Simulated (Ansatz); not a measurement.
**Sn on the 1x1 (111) surface of fcc Au (the real clean face reconstructs), one in a 3x3 cell, started at the site 'hollow Au-Au-Au over Au at depth 2.4 Å'**

Calculation: PBE (plane waves to 420 eV, PAW; Ansatz, an electronic-structure program).

Model: 37-atom slab, 7.2 Å thick at the start under the adsorbate (thin: gaps and levels are the slab's own), 4x4x1 mesh, Fermi-Dirac 0.1 eV, dipole correction, 18 atoms held, the rest relaxed; symmetry of the start imposed; spin-polarised, no spin-orbit, no U, no dispersion correction. The starting moment vanished. At the end it is bonded to 3 Au. In PBE this state lies 0.07 eV over the lowest of the starts that converged ('hollow Au-Au-Au over Au at depth 4.8 Å').

* **adsorption energy against an atom of beta tin**: -0.27 eV
* **work function of the top face**: 4.52 eV
* **change of the work function**: -0.61 eV
* **change of the step from the bottom to the top vacuum level, against the clean slab**: -0.65 eV
* **energy released by relaxation**: 0.13 eV
* **height of the binding atom over the mean of the host atoms within 0.3 Å of the top one**: 2.102 Å
* **magnetic moment of the cell**: 0.00 μB
* **nearest host atoms of the binding atom**: Au at 2.73 Å, Au at 2.73 Å, Au at 2.73 Å
* **largest move of a host atom**: 0.11 Å
* **cost**: roughly 30 core-minutes

A negative adsorption energy means that the adsorbate is more stable on the surface than in its reference.
